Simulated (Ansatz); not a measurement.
Cubic perovskite CsPbCl3 (cubic high-temperature phase)

All values below come from LDA in Ansatz (plane waves, PAW).

Run with plane-wave cutoff 520 eV, 4×4×4 k mesh, scalar-relativistic PAW data made under PBE.

Cell: measured lattice: a = 5.605 Å, b = 5.605 Å, c = 5.605 Å, α = 90.00°, β = 90.00°, γ = 90.00°.

```json
{
 "elastic constant C11": "58.6 GPa",
 "elastic constant C12": "6.96 GPa",
 "elastic constant C44": "4.41 GPa",
 "Voigt–Reuss–Hill bulk modulus": "24.2 GPa",
 "polycrystal shear modulus (Hill average)": "9.78 GPa",
 "young_modulus": "25.9 GPa",
 "poisson_ratio": "0.322"
}
```

Note: held by symmetry at 0 K, a high-temperature phase can be a saddle point; the cell isn't this level's own, so it is under some stress, which shifts stiffness and frequencies.

Elastic constants are with the ions relaxed.

Spin–orbit coupling is not included; it can shift volumes and moduli of such heavy elements.

Computed values are for the static lattice.

It cost roughly 60 core-seconds of CPU time.

Ansatz is a program for electronic structure.
